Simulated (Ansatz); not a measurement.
SnAu (P6₃/mmc, No. 194)

Calculation: LDA (Ansatz, an electronic-structure program, PAW).

Run with plane-wave cutoff 520 eV, 18×18×10 k mesh (along the axes of the cell as run), Fermi–Dirac smearing 0.05 eV, scalar-relativistic PAW data made under PBE.

Cell: relaxed at this level.

```json
{
  "band_gap": "zero (no gap)",
  "equilibrium_lattice_constant_a": "4.290 Å",
  "lattice_parameter_c": "5.510 Å",
  "bulk modulus B0": "97.8 GPa"
}
```

Note: the relaxation could not lower the start's symmetry, so the cell can be a saddle point above a distorted one; the bulk modulus is −V dP/dV from two relaxed cells at ±2 % in volume.

Spin–orbit coupling is not included; it can shift volumes and moduli of such heavy elements.

Computed values are for the static lattice.
